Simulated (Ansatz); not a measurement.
Band structure of Cu2O (Pn-3m, 6 atoms in the cell).

```
Cu2O
1.0
    4.22717     0.00000     0.00000
    0.00000     4.22717     0.00000
    0.00000     0.00000     4.22717
Cu O
4 2
Cartesian
  1.05679   1.05679   3.17037
  1.05679   3.17037   1.05679
  3.17037   3.17037   3.17037
  3.17037   1.05679   1.05679
  2.11358   2.11358   2.11358
  0.00000   0.00000   0.00000
```

Level of theory: LDA (PW92), PAW files made with PBE (plane waves; Ansatz, an electronic-structure program).

Settings: kpoints.mp_grid.grid = 5 5 5; hamiltonian.xc = lda; hamiltonian.pseudopotentials = {kind: paw} (the program's default PAW files); scf.occupations.method = fixed; kpoints.band_path.npoints = 8.

The starting cell comes from a database of computed structures (which also holds hypothetical and non-ambient phases and stackings), without a prior relaxation at this level. Its lattice was rescaled by a random factor within 2.5 % of one.

**Question.** Predict the gap along the standard path and the places of the band edges.

**Answer.** The gap along the path is 0.59 eV, direct at Γ to within 0.01 eV.

Levels in eV from the top of the valence band on the path, bands 41 to 48:
```csv
point,41,42,43,44,45,46,47,48
Γ,-1.61,0.00,0.00,0.00,0.59,1.13,1.13,7.99
X,-1.22,-1.22,-0.42,-0.42,2.31,2.31,4.20,4.20
M,-1.24,-1.24,-0.69,-0.69,1.91,1.91,3.88,3.88
R,-1.04,-0.59,-0.59,-0.59,2.39,2.39,2.39,4.92
```

Keys are those of Ansatz 0.2.
